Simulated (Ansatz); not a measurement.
Consider Mg$_{2}$Ge in the anti-fluorite structure (space group Fm-3m, No. 225; a = 6.3640 Å). Axes: x, y, z lie along the cube axes.

Level of theory: PBEsol (Ansatz, a quantum-chemistry and plane-wave program, PAW, no spin-orbit coupling), earlier PAW set.

Strains are applied to the cell and any free atomic positions relax; under stress the whole cell relaxes.

One change was made to it. Results:

| quantity | base | after |
|---|---|---|
| band gap | 0.08 eV | zero |
| energy relative to the base (free energy F) | 0 meV/atom | +48 meV/atom |
| volume per atom | 21.48 Å³ | 22.82 Å³ |

**Question.** What was done to the base?
A. uniaxial strain ε_zz = +0.44 %
B. strain tensor (xx, yy, zz, yz, xz, xy) = (−0.14, +1.18, +1.03, −1.09, +0.08, +1.85) %
C. uniaxial stress, 8 GPa tension along x
D. isotropic strain −5.76 %

**Answer.** C, uniaxial stress, 8 GPa tension along x. For comparison, the energy relative to the base in the other runs: strain tensor (xx, yy, zz, yz, xz, xy) = (−0.14, +1.18, +1.03, −1.09, +0.08, +1.85) % gives +7.1 meV/atom; isotropic strain −5.76 % gives +126 meV/atom; uniaxial strain ε_zz = +0.44 % gives +0.1 meV/atom.

Stability under load was not tested beyond the relaxation. All final runs are without spin polarisation. A zero or small gap of Mg2Ge can be the functional's error rather than a property of the material.
